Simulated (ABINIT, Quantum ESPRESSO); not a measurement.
A Quantum ESPRESSO input for a self-consistent single point of La2O3 (P-3m1, 5 atoms in the cell) (DFT, PBE, plane waves, GBRV 1.5 ultrasoft (PBE) pseudopotentials):

```fortran
&CONTROL
  calculation = 'scf',
  outdir = './tmp/',
  pseudo_dir = './',
  verbosity = 'high',
  tprnfor = .true.,
  tstress = .true.,
/
&SYSTEM
  ibrav = 0,
  nat = 5,
  ntyp = 2,
  ecutwfc = 40,
  ecutrho = 200,
  occupations = 'smearing',
  smearing = 'fermi-dirac',
  degauss = 0.00147,
/
&ELECTRONS
  conv_thr = 1.0e-11,
/
ATOMIC_SPECIES
La   138.9055  la_pbe_v1.uspp.F.UPF
O     15.9990  o_pbe_v1.2.uspp.F.UPF
CELL_PARAMETERS {angstrom}
   1.9266599974    -3.3370730045     0.0000000000
   1.9266599974     3.3370730045     0.0000000000
   0.0000000000     0.0000000000     5.9951400000
ATOMIC_POSITIONS {alat}
La    0.5000000000    0.2886751346    0.3842918787
La    0.5000000000   -0.2886751346    1.1715456868
O     0.0000000000    0.0000000000    0.0000000000
O     0.5000000000    0.2886751346    1.0066269049
O     0.5000000000   -0.2886751346    0.5492106606
K_POINTS {automatic}
7 7 4  0 0 0
```

**Question.** Give the ABINIT input for the same structure, mesh, smearing and functional.

**Answer.** This is the input that was run; spellings and numerical settings could be chosen otherwise.

```
# La2O3, PseudoDojo nc-sr-05 PBE standard
pp_dirpath "./"
pseudos "La.upf, O.upf"
acell 3*1.0
rprim
         3.6408597304   -6.3061540363    0.0000000000
         3.6408597304    6.3061540363    0.0000000000
         0.0000000000    0.0000000000   11.3291726788
natom 5
ntypat 2
znucl 57 8
typat 1 1 2 2 2
xcart
         1.9266599974    1.1123576682    1.4807995800
         1.9266599974   -1.1123576682    4.5143404200
         0.0000000000    0.0000000000    0.0000000000
         1.9266599974    1.1123576682    3.8788555800
         1.9266599974   -1.1123576682    2.1162844200
      Angstrom
ecut 1497 eV
occopt 3
tsmear 0.00073499
nband 27
kptopt 1
ngkpt 7 7 4
nshiftk 1
shiftk 0 0 0
nstep 60
tolvrs 1.0e-10
prtwf 0
prtden 0
```

Basis settings and potentials, where a program has them, do not carry over. This input uses DFT, PBE, plane waves, norm-conserving pseudopotentials (PseudoDojo nc-sr-05 PBE standard).

The starting cell has typed, rounded lattice constants, without a prior relaxation at this level. Its lattice was rescaled by a random factor within 2.5 % of one.
